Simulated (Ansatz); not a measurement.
## Response to strain in Ge

Base system: Ge in the diamond structure (space group Fd-3m, No. 227; a = 5.674 Å). Axes: x, y, z lie along the cube axes.

Strains are applied to the cell and any free atomic positions relax.

Computed with Ansatz (a first-principles code), r2SCAN, PAW, cutoff 500 eV, without spin-orbit coupling.

### Question
Only one of these has a direct gap. Which?
A. uniaxial strain ε_yy = −0.86 %
B. isotropic strain −4.37 %
C. strain tensor (xx, yy, zz, yz, xz, xy) = (−1.37, +0.80, −1.33, −1.29, −0.68, −0.24) %
D. isotropic strain −0.92 %

### Answer
A, uniaxial strain ε_yy = −0.86 %. Computed: strain tensor (xx, yy, zz, yz, xz, xy) = (−1.37, +0.80, −1.33, −1.29, −0.68, −0.24) %: indirect, Γ → R; isotropic strain −0.92 %: indirect, Γ → L; isotropic strain −4.37 %: indirect, Γ → a point along ⟨100⟩, about 0.9 Å⁻¹ from Γ; uniaxial strain ε_yy = −0.86 %: direct at Γ

Whether these cells are dynamically stable was not tested. The real Ge has an indirect gap at ambient pressure; r2SCAN orders its close-lying valleys differently. Labels are those of the standard path for the cell's own space group.
